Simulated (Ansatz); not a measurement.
The starting structures come from a database of crystals and need not be the phases stable at ambient conditions.

 Where the default PAW files enter, the runs use the earlier of Ansatz's two default sets.

Tunnelling through a barrier is set by its complex band structure: the current falls as exp(−2κd) with the smallest κ.

Given:

```xyz
28
Lattice="3.8077 0.0000 0.0000 -1.9039 3.2976 0.0000 0.0000 0.0000 43.5985" Properties=species:S:1:pos:R:3 pbc="T T T"
Zn     0.0000     0.0000     6.2390
Zn     0.0000     2.1984    28.0295
Zn     0.0000     2.1984     9.3432
Zn     1.9039     1.0992     3.1173
Zn     0.0000     0.0000    37.3683
Zn     0.0000     0.0000    24.9209
Zn     0.0000     2.1984    34.2554
Zn     0.0000     2.1984    15.5734
Zn     0.0000     2.1984     0.0000
Zn     0.0000     0.0000    18.6820
Zn     1.9039     1.0992    40.4812
Zn     1.9039     1.0992    12.4561
Zn     1.9039     1.0992    21.7949
Zn     1.9039     1.0992    31.1424
S      0.0000     0.0000     8.5671
S      1.9039     1.0992    14.7930
S      0.0000     0.0000    39.7008
S      0.0000     2.1984    36.5923
S      0.0000     2.1984    17.9016
S      1.9039     1.0992    24.1362
S      0.0000     2.1984    11.6757
S      1.9039     1.0992    33.4793
S      1.9039     1.0992    42.8138
S      0.0000     2.1984    30.3577
S      0.0000     2.1984     2.3369
S      0.0000     0.0000    21.0101
S      0.0000     0.0000    27.2534
S      1.9039     1.0992     5.4542
```

Space group of this cell: P3m1. The cell is taken as given; by PBEsol its mean pressure is -1.3 GPa.

Transport runs along the normal of the first two printed cell vectors, the (001) plane of the conventional cell.

The gap is the functional's own. No spin-orbit coupling. Mid-gap values are interpolated on the energy grid.

Task: Compute, with PBEsol run with Ansatz (a program for electronic structure), the band gap and the smallest decay constant κ at mid-gap.

Result: Gap 2.02 eV on a 12×12×1 mesh; κ = 0.140 1/Å, at the zone centre.
